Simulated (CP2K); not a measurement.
Band structure of PbO₂ (P4_2/mnm, 6 atoms in the cell).

```
CELL_PARAMETERS angstrom
      4.88807     0.00000     0.00000
      0.00000     4.88807     0.00000
      0.00000     0.00000     3.33605
ATOMIC_POSITIONS crystal
  Pb 0.00000 0.00000 0.00000
  Pb 0.50000 0.50000 0.50000
  O  0.30743 0.30743 0.00000
  O  0.69257 0.69257 0.00000
  O  0.19257 0.80743 0.50000
  O  0.80743 0.19257 0.50000
```

Level of theory: PBE, GPW, DZVP-MOLOPT-SR-GTH basis, GTH-PBE potentials (GTH_POTENTIALS) (CP2K 2026.2).

Settings: CUTOFF = 450 Ry; REL_CUTOFF = 60 Ry; SMEAR/METHOD = GAUSSIAN; SIGMA = 0.136 eV; KPOINTS/SCHEME = MONKHORST-PACK 6 6 8; GAMMA_CENTERED = T; XC_FUNCTIONAL = PBE; Pb/BASIS_SET = DZVP-MOLOPT-SR-GTH-q4; Pb/POTENTIAL = GTH-PBE-q4; O/BASIS_SET = DZVP-MOLOPT-SR-GTH-q6; O/POTENTIAL = GTH-PBE-q6; METHOD = GPW; EPS_DEFAULT = 1e-10; EXTRAPOLATION = USE_GUESS.

The starting cell comes from a database of computed structures (which also holds hypothetical and non-ambient phases and stackings), without a prior relaxation at this level. Its lattice was rescaled by a random factor within 2.5 % of one. Spin-orbit coupling is off. Values carry the incompleteness of an atom-centred basis. The run gives no clean gap (levels at the Fermi energy touch, overlap or are partly filled at this smearing), which alone does not show that the compound is a metal.

Levels in eV from the Fermi level, bands 13 to 18:
```
point     13     14     15     16     17    18
-----  -----  -----  -----  -----  -----  ----
Γ      -1.11  -1.02  -0.61  -0.61  -0.03  4.43
X      -1.06  -1.06  -0.50  -0.50   2.64  2.64
M      -1.18  -1.17  -0.70  -0.70   2.95  2.95
Z      -1.32  -1.32  -1.02  -1.02   4.15  4.15
R      -0.86  -0.86  -0.62  -0.62   4.36  4.36
A      -0.81  -0.81  -0.64  -0.64   3.06  3.06
```

Bands cross the Fermi level along this path, so the cell is metallic at this level.

Higher empty bands are left out: an atom-centred basis made for the valence describes them poorly.
